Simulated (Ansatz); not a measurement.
Amorphous Si14Al12O46, 72 atoms at 2.39 g/cm³, one PBE-relaxed geometry, zone centre. Methods: PBE, scalar-relativistic without spin-orbit coupling (Ansatz, an electronic-structure program); r2SCAN, scalar-relativistic without spin-orbit coupling (Ansatz); HSE06, scalar-relativistic without spin-orbit coupling (Ansatz). Plane waves to 420 eV (r2SCAN 500 eV); exact exchange is cut at the cell's faces. At PBE the levels at the filled edge of the gap are localised (band-tail or defect states), and the nearest spread-out levels lie 4.5 eV apart at the zone centre. All rungs ran without spin polarisation.

Preparation: random packing, a CHGNet melt and quench, and a DFT relaxation. O atoms were pushed apart under 1.9 Å during the dynamics, to hinder bonds among them. The hot cell started wider than the set density and was brought back towards it in steps. It is the lowest in DFT energy of 2 quenches. It is a model cell: composition and starting density were chosen by hand, and all elements were melted together. No dispersion term was used. Its density started from a set value of 2.56 and ended at 2.39 g/cm³. Cooling (nominally 470 K/ps over its main leg) ran many orders faster than in experiment, which tends to leave more defects and strain. Values belong to this one cell and scatter from quench to quench. Volume and shape were free in the relaxation.

The relaxation ran on the zone centre alone. At PBE the level gap is 3.81 eV on a 2×2×2 Γ-centred mesh, and the spacing at the zone centre alone 3.82 eV.

Problem. What zone-centre spacing does r2SCAN give, roughly?

Solution. 4.42 eV (+0.60 eV against PBE).

Problem. What zone-centre spacing does HSE06 give, roughly?

Solution. 5.51 eV (+1.69 eV against PBE).

The highest filled and the lowest empty state spread over these numbers of atoms (participation numbers): PBE: 2.0 and 51.0; r2SCAN: 1.9 and 51.3; HSE06: 2.0 and 50.8.
